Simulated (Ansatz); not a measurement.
```
CELL_PARAMETERS angstrom
      1.90353     1.09900     3.61489
     -1.90353     1.09900     3.61489
      0.00000    -2.19800     3.61489
ATOMIC_POSITIONS crystal
  As 0.22621 0.22621 0.22621
  As 0.77379 0.77379 0.77379
```

Task: List the harmonic phonon frequencies (cm⁻¹; finite displacements on a 6×6×6 mesh, Ansatz, a program for electronic structure, PBE functional, plane-wave PAW, k mesh 12×12×12, methfessel-paxton smearing of 0.15 eV) at q = (0.167, 0.167, -0.167), (0.167, 0.167, 0.167), (0.333, 0.333, 0.333), in fractions of this cell's reciprocal vectors. At Γ leave out the LO-TO shift.

Result: 
- (0.167, 0.167, -0.167): 63, 73, 124, 185, 202, 226
- (0.167, 0.167, 0.167): 31, 32, 32, 198, 198, 250
- (0.333, 0.333, 0.333): 51, 51, 55, 213, 213, 255
